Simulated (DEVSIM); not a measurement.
System: Schottky contact on n-type β-Ga2O3, at 300 K.

Layer 1 from the left is β-Ga2O3, thickness (μm) 0.450, Nd (cm⁻³) 3.6e16, τn (s) 1.9e-9, τp (s) 1.9e-9. Layer 2 from the left is β-Ga2O3, thickness (μm) 11.0, Nd (cm⁻³) 1.3e18, τn (s) 1.9e-9, τp (s) 1.9e-9.

Left contact: Schottky, work function 5.12 eV, emission velocity 2.7e6 cm/s. Right contact: ohmic. Voltage is applied to the left contact. Recombination: SRH at mid-gap. Mobility is μmin + (μ − μmin)/(1 + (N/Nref)^α).

The device is made up for the run: typed textbook-type constants, with dimensions and the other settings drawn at random. Values at 300 K.

β-Ga2O3: gap (eV) 4.8, affinity (eV) 4, permittivity 10, Nc (cm⁻³) 3.7e18, Nv (cm⁻³) 5e20, μn (cm²/Vs) 160, μp (cm²/Vs) 1, μn,min 20, μp,min 0.1, Nref,n 1e18, Nref,p 1e18, αn 0.8, αp 0.8.

Simulated with DEVSIM: 1D drift-diffusion, Boltzmann statistics, complete ionisation; no tunnelling, impact ionisation, image-force lowering or self-heating. Metal contacts follow the ideal Schottky-Mott rule: no Fermi-level pinning, no interface dipoles.

Dark forward current:

```tsv
|V| (V)	|J| (A/cm²)
0.05	1.244e-12
0.10	9.807e-12
0.15	6.877e-11
0.20	4.747e-10
0.25	3.267e-9
0.30	2.247e-8
0.35	1.544e-7
0.40	1.060e-6
0.45	7.270e-6
0.50	4.980e-5
0.55	0.0003405
0.60	0.002323
0.65	0.01580
0.70	0.1069
0.75	0.7166
0.80	4.677
0.85	27.60
0.90	119.1
0.95	320.9
1.00	608.4
1.05	945.6
1.10	1312
1.15	1697
1.20	2094
```

Work out the local ideality factor n = ΔV / (kT/q · ln(J2/J1)) between the rows 0.15 and 0.20 V, 1.15 and 1.20 V.

kT/q = 25.85 mV. From 0.15 to 0.20 V: ln(4.747e-10/6.877e-11) = 1.932, n = 1.00, near the 1 of diffusion or emission over a barrier. From 1.15 to 1.20 V: ln(2094/1697) = 0.210, n = 9.20; the layers' resistance at their doping, Σ W/(qμN) = 0.00012 Ω cm², would take 46 mV of this step of 50 mV.

Estimate the current at 0.45 V for emission alone, J0 = q v N_band exp(−φB/kT), and read the barrier back from the simulated current.

φB = 1.120 eV, N_band = 3.70e18 cm⁻³, J0 = 2.44e-13 A/cm²; J = J0 (exp(qV/kT) − 1) = 8.87e-6 A/cm². The simulation gives 7.27e-6 A/cm²; the estimate lies 22 % above. Read backwards, the simulated current gives an apparent barrier of 1.125 eV. The estimate leaves out transport through the depletion region and minority injection.
